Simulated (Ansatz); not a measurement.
Symmetric slabs, relaxed from ideal cuts in 1x1 cells, of silicides: work function (eV) by functional, in Ansatz (plane waves, PAW). All structures are PBE's; the other columns are single points with references at the same level. No spin-orbit coupling, Hubbard U or dispersion. The rows are a random draw from the class, without slabs that broke up, higher cuts of a face and adsorbates that left their site.

| system | PBE (eV) | r2SCAN (eV) |
|---|---|---|
| fluorite-type NiSi2 (110) (cut with Ni + 2 Si on top), ideal cut with outer spacing 1.93 Å | 4.61 | 4.65 |
| fluorite-type NiSi2 (111) (cut with Si on top), ideal cut with outer spacing 0.79 Å | 4.59 | 4.69 |
| tetragonal WSi2 (111) (cut with Si on top), ideal cut with outer spacing 0.36 Å | 4.58 | 4.60 |
| MnP-type NiSi (011) (cut with 2 Si on top), ideal cut with outer spacing 0.78 Å | 4.69 | 4.79 |
| tetragonal WSi2 (110) (cut with 2 Si + W on top), ideal cut with outer spacing 2.28 Å | 4.33 | 4.28 |
| tetragonal MoSi2 (100) (cut with Mo + 2 Si on top), ideal cut with outer spacing 1.61 Å | 4.76 | 4.82 |
| tetragonal MoSi2 (101) (cut with Si on top), ideal cut with outer spacing 1.00 Å | 4.98 | 5.07 |
| tetragonal MoSi2 (001) (cut with Si on top), ideal cut with outer spacing 1.30 Å | 4.46 | ? |

Problem. Fit a straight line y = a·x + b by least squares to the 7 complete rows (x: PBE (eV); y: r2SCAN (eV)).

Solution. the means are x̄ = 4.6486 and ȳ = 4.7000; Σ(x − x̄)² = 0.23509 and Σ(x − x̄)(y − ȳ) = 0.28290, so a = 1.203 and b = ȳ − a·x̄ = -0.894. The largest residual is 0.060.

Problem. What does the line predict for the withheld row, tetragonal MoSi2 (001) (cut with Si on top), ideal cut with outer spacing 1.30 Å, and what did the calculation give?

Solution. the line gives 4.47; the calculation gave 4.58, a miss of 0.11, larger than any residual of the fitted rows.

Ansatz is a program for electronic structure.
